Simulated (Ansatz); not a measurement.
## Ge, pressure series

Start from Ge in the diamond structure (space group Fd-3m, No. 227).

```
Ge
1.0
    0.00000     2.83635     2.83635
    2.83635     0.00000     2.83635
    2.83635     2.83635     0.00000
Ge
2
Direct
  0.50000   0.50000   0.50000
  0.75000   0.75000   0.75000
```

Cell and atoms are relaxed at each pressure.

All numbers come from r2SCAN in Ansatz (plane waves to 500 eV, PAW, scalar-relativistic without spin-orbit coupling), earlier PAW set.

Computed cases, in order: pressure −2 GPa; pressure −1 GPa; 0 GPa (base); pressure 1.8 GPa; pressure 4.2 GPa; pressure 9 GPa; pressure 18 GPa; pressure 30 GPa; pressure 45 GPa; pressure 60 GPa.

Question: Between which two neighbouring cases does the gap turn between direct and indirect?

Answer: Between 0 GPa (base) (0.37 eV, direct at Γ) and pressure 1.8 GPa (0.52 eV, indirect, Γ → L). The whole series: pressure −2 GPa: 0.07 eV, direct at Γ; pressure −1 GPa: 0.22 eV, direct at Γ; 0 GPa (base): 0.37 eV, direct at Γ; pressure 1.8 GPa: 0.52 eV, indirect, Γ → L; pressure 4.2 GPa: 0.62 eV, indirect, Γ → L; pressure 9 GPa: 0.65 eV, indirect, Γ → Γ–X (80 % along); pressure 18 GPa: 0.53 eV, indirect, Γ → a point along ⟨100⟩, about 0.9 Å⁻¹ from Γ; pressure 30 GPa: 0.38 eV, indirect, Γ → Γ–X (81 % along); pressure 45 GPa: 0.22 eV, indirect, Γ → Γ–X (81 % along); pressure 60 GPa: 0.08 eV, indirect, Γ → Γ–X (81 % along).

Load acts through the strain it causes; cell and atoms are relaxed under it. Stability against distortions was not tested. The real Ge has an indirect gap at ambient pressure; r2SCAN orders its close-lying valleys differently. Measured, Ge leaves this structure (for the β-tin structure) near 10.6 GPa (room temperature; as listed in arXiv:1906.07825). A zero or small gap of Ge under pressure −2 GPa, Ge under pressure −1 GPa, Ge under pressure 45 GPa and Ge under pressure 60 GPa can be the functional's error rather than a property of the material.

Ansatz is an electronic-structure program.
